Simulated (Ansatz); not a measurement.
BeTe: response to strain

The reference is BeTe in the zinc blende structure (space group F-43m, No. 216; a = 5.6568 Å). Axes: x, y, z lie along the cube axes.

Strains are applied to the cell and any free atomic positions relax; under biaxial strain the out-of-plane vector relaxes too.

Method: Ansatz (a first-principles code) r2SCAN, no spin-orbit coupling.

```csv
variant,out-of-plane strain,band gap,smallest direct gap,shortest interatomic distance
base,–,2.37 eV,4.04 eV,2.449 Å
"biaxial strain −3.00 %, plane normal [001], relaxed out of plane",+2.22 %,2.05 eV,3.87 eV,2.419 Å
"biaxial strain −2.50 %, plane normal [001], relaxed out of plane",+1.86 %,…,3.90 eV,2.424 Å
"biaxial strain −2.00 %, plane normal [001], relaxed out of plane",+1.49 %,2.16 eV,3.93 eV,2.429 Å
"biaxial strain −1.50 %, plane normal [001], relaxed out of plane",+1.13 %,2.22 eV,…,2.434 Å
"biaxial strain −1.00 %, plane normal [001], relaxed out of plane",+0.76 %,2.27 eV,3.98 eV,2.439 Å
"biaxial strain −0.50 %, plane normal [001], relaxed out of plane",…,2.32 eV,4.01 eV,2.444 Å
```

Task: Fill in the withheld entries from the trend.

Result: 
- biaxial strain −2.50 %, plane normal [001], relaxed out of plane, band gap: 2.10 eV
- biaxial strain −1.50 %, plane normal [001], relaxed out of plane, smallest direct gap: 3.96 eV
- biaxial strain −0.50 %, plane normal [001], relaxed out of plane, out-of-plane strain: +0.38 %

Spin-orbit coupling, missing from the scalar runs, can matter with Te. Whether these cells are dynamically stable was not tested.
